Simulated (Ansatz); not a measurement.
Related cells compared by their band gap.

Cell A: C (graphite, P6₃/mmc), 4 atoms in the cell, k-point mesh 18×18×6 on the run's own vectors.
Space group P6₃/mmc (No. 194); a = 2.4649 Å, b = 2.4649 Å, c = 6.7296 Å, α = 90.00°, β = 90.00°, γ = 120.00°

```csv
atom,site,symmetry,x,y,z
C,2b,-6m2,0.0000,0.0000,0.2500
C,2c,-6m2,0.3333,0.6667,0.2500
```

Cell B: BN (P6₃/mmc), 4 atoms in the cell, k-point mesh 18×18×6 on the run's own vectors.
```cif
data_B2N2
_chemical_formula_sum 'B2 N2'
_space_group_name_H-M_alt 'P63/mmc'
_space_group_IT_number 194
_space_group_name_Hall '-P 6c 2c'
_cell_length_a 2.50579
_cell_length_b 2.50579
_cell_length_c 6.62371
_cell_angle_alpha 90.000
_cell_angle_beta 90.000
_cell_angle_gamma 120.000
loop_
_atom_site_label
_atom_site_type_symbol
_atom_site_symmetry_multiplicity
_atom_site_Wyckoff_symbol
_atom_site_fract_x
_atom_site_fract_y
_atom_site_fract_z
_atom_site_occupancy
B1 B 2 c 0.33333 0.66667 0.25000 1
N1 N 2 d 0.66667 0.33333 0.25000 1
```

Computed with Ansatz (plane waves, PAW), its PAW set soft_1, cutoff 420 eV, 500 eV for r2SCAN. The structures are at rest with PBE+D3(BJ); other levels are single points on them. Neutral cells; Fermi-Dirac smearing of at most 0.05 eV in the solids, energies taken to zero width. The lattices are those relaxed with PBE+D3(BJ), so at other levels the solids can be strained, which adds to the spread. A dispersion term ran beside these levels; it doesn't touch the electrons. Gaps are highest filled to lowest empty Kohn-Sham level on the run's k-point mesh, states of defects and surfaces included; edges off the mesh make the true gap smaller, and under 0.08 eV counts as none.

**Question.** Give the band gap (eV) at the level r2SCAN, cell by cell.

**Answer.** 
```
system           r2SCAN
------  ---------------
A                  none
B       4.78 (indirect)
```

With r2SCAN the value of B exceeds that of A by 4.78 eV.

**Question.** How do the other levels compare?

**Answer.** 
```
system              PBE
------  ---------------
A                  none
B       4.23 (indirect)
```

With PBE the value of B exceeds that of A by 4.23 eV.

Ansatz is an electronic-structure program.
